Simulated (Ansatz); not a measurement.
System: TlAsS₂ (P2₁/c, No. 14). Method: LDA in Ansatz (plane waves, PAW).

From the output:

```
Crystal: 32 atoms, lattice volume = 824.463 Å³
Basis set: ecut = 520 eV, 22133 PW (Γ), exchange–correlation on 96×180×192 points (8 copies of the dense FFT grid, shifted against one another)
Bands: 192, of which v1, the nominal top of the filled ones, is band 160 counted from 1 (159 counted from 0)
Symmetry: 4 space group operations
Space group: P21/c (ITA 14), of the structure as read, at distance tolerance 9.4e-5 Å
k-points: 42 of 96
Functional: x = slater, c = lda
SCF iter   1: F=—  HF=-141281.459658 eV  |F-HF|=—  |Δ(HF+E_count)|=         —  Δρ=6.11e-3  dr2=4.03e-1
SCF iter   2: F=—  HF=-141281.351906 eV  |F-HF|=—  |Δ(HF+E_count)|=   1.08e-1  Δρ=2.73e-3  dr2=5.88e-2
  ...
SCF iter   9: F=—  HF=-141281.333590 eV  |F-HF|=—  |Δ(HF+E_count)|=   5.01e-9  Δρ=7.00e-7  dr2=6.47e-9
SCF iter  10: F=-141281.333590 eV  HF=-141281.333590 eV  |F-HF|=8.44e-10  |Δ(HF+E_count)|=  5.53e-10  Δρ=2.12e-7  dr2=8.97e-10
SCF 1 converged in 10 iterations: F = -141281.333590 eV  dr2 = 8.97e-10
SCF converged after 10 iterations
Free energy (F): -141281.333590 eV
  ...
  atom   8  Tl     0.06509442     0.03063268    -0.12341228
  atom   9  As     0.10133824     0.15797138    -0.15375954
  atom  10  As    -0.10133824     0.15797138     0.15375954
  atom  11  As    -0.10133824    -0.15797138     0.15375954
  atom  12  As     0.10133824    -0.15797138    -0.15375954
  atom  13  As    -0.05445946    -0.05894584     0.05931737
  atom  14  As     0.05445946    -0.05894584    -0.05931737
  atom  15  As     0.05445946     0.05894584    -0.05931737
  atom  16  As    -0.05445946     0.05894584     0.05931737
  atom  17  S      0.00001128    -0.07854238    -0.06342873
  atom  18  S     -0.00001128    -0.07854238     0.06342873
  atom  19  S     -0.00001128     0.07854238     0.06342873
  atom  20  S      0.00001128     0.07854238    -0.06342873
  atom  21  S      0.13790298     0.04612995     0.02226690
  atom  22  S     -0.13790298     0.04612995    -0.02226690
  atom  23  S     -0.13790298    -0.04612995    -0.02226690
  atom  24  S      0.13790298    -0.04612995     0.02226690
  atom  25  S     -0.14549214    -0.03683381     0.00186384
  atom  26  S      0.14549214    -0.03683381    -0.00186384
  atom  27  S      0.14549214     0.03683381    -0.00186384
  atom  28  S     -0.14549214     0.03683381     0.00186384
  atom  29  S      0.00816465     0.04353098     0.04903018
  atom  30  S     -0.00816465     0.04353098    -0.04903018
  atom  31  S     -0.00816465    -0.04353098    -0.04903018
  atom  32  S      0.00816465    -0.04353098     0.04903018
--- Stress (GPa, compression-positive) ---
       -1.574239      -0.000000      -0.054209
       -0.000000      -2.133007      -0.000000
       -0.054209      -0.000000      -2.155687
  P = ⅓ Tr σ = -1.9543 GPa (-19.543 kbar)
```

Task: Write an input file that could have produced this run (the log leaves some choices open).

Result: This is not unique; one that fits is 
Ansatz 0.2 input:
```yaml
crystal:
  lattice:
    - [6.114, 0.0, 0.0]
    - [0.0, 11.313, 0.0]
    - [-3.01838, 0.0, 11.919773]
  atoms:
    - { symbol: Tl, position: [0.8372, 0.6879, 0.9477] }
    - { symbol: Tl, position: [0.1628, 0.1879, 0.5523] }
    - { symbol: Tl, position: [0.1628, 0.3121, 0.0523] }
    - { symbol: Tl, position: [0.8372, 0.8121, 0.4477] }
    - { symbol: Tl, position: [0.2644, 0.9443, 0.8989] }
    - { symbol: Tl, position: [0.7356, 0.4443, 0.6011] }
    - { symbol: Tl, position: [0.7356, 0.0557, 0.1011] }
    - { symbol: Tl, position: [0.2644, 0.5557, 0.3989] }
    - { symbol: As, position: [0.773, 0.1649, 0.8052] }
    - { symbol: As, position: [0.227, 0.6649, 0.6948] }
    - { symbol: As, position: [0.227, 0.8351, 0.1948] }
    - { symbol: As, position: [0.773, 0.3351, 0.3052] }
    - { symbol: As, position: [0.466, 0.4137, 0.8647] }
    - { symbol: As, position: [0.534, 0.9137, 0.6353] }
    - { symbol: As, position: [0.534, 0.5863, 0.1353] }
    - { symbol: As, position: [0.466, 0.0863, 0.3647] }
    - { symbol: S, position: [0.285, 0.689, 0.878] }
    - { symbol: S, position: [0.715, 0.189, 0.622] }
    - { symbol: S, position: [0.715, 0.311, 0.122] }
    - { symbol: S, position: [0.285, 0.811, 0.378] }
    - { symbol: S, position: [0.812, 0.443, 0.849] }
    - { symbol: S, position: [0.188, 0.943, 0.651] }
    - { symbol: S, position: [0.188, 0.557, 0.151] }
    - { symbol: S, position: [0.812, 0.057, 0.349] }
    - { symbol: S, position: [0.425, 0.212, 0.833] }
    - { symbol: S, position: [0.575, 0.712, 0.667] }
    - { symbol: S, position: [0.575, 0.788, 0.167] }
    - { symbol: S, position: [0.425, 0.288, 0.333] }
    - { symbol: S, position: [0.729, 0.961, 0.817] }
    - { symbol: S, position: [0.271, 0.461, 0.683] }
    - { symbol: S, position: [0.271, 0.039, 0.183] }
    - { symbol: S, position: [0.729, 0.539, 0.317] }
basis:
  ecutwfc: 520
  ecutrho_ratio: 4
  xc_grid: 2
kpoints:
  mp_grid: { grid: [6, 4, 4] }
  band_path:
    path:
      - [0.0, 0.0, 0.0]
      - [0.0, 0.25, 0.0]
      - [0.0, 0.5, 0.0]
      - [0.0, 0.5, 0.5]
      - [0.0, 0.25, 0.5]
      - [0.0, 0.0, 0.5]
      - [-0.125, 0.0, 0.125]
      - [-0.25, 0.0, 0.25]
      - [-0.375, 0.0, 0.375]
      - [-0.5, 0.0, 0.5]
      - [-0.5, 0.25, 0.5]
      - [-0.5, 0.5, 0.5]
      - [-0.375, 0.5, 0.375]
      - [-0.25, 0.5, 0.25]
      - [-0.125, 0.5, 0.125]
      - [-0.125, 0.5, 0.0]
      - [-0.25, 0.5, 0.0]
      - [-0.375, 0.5, 0.0]
      - [-0.5, 0.5, 0.0]
      - [-0.5, 0.25, 0.0]
      - [-0.5, 0.0, 0.0]
      - [-0.375, 0.0, 0.0]
      - [-0.25, 0.0, 0.0]
      - [-0.125, 0.0, 0.0]
    npoints: 1
hamiltonian:
  xc: lda
  dispersion: none
  pseudopotentials: { kind: paw }
scf:
  occupations: { method: fermi_dirac, width: 0.01 }
  convergence: { dr2_threshold: 0.0000000032 }
output:
  forces: true
  stress: true
  eigenvalues: true
  write_bands: true
```

The PAW data were made under PBE.

Note: cell and atoms aren't relaxed at this level (largest force component 0.16 eV/Å, pressure -2.0 GPa).

Computing time: about 17 core-minutes (a rough figure).

Ansatz is a program for electronic structure.
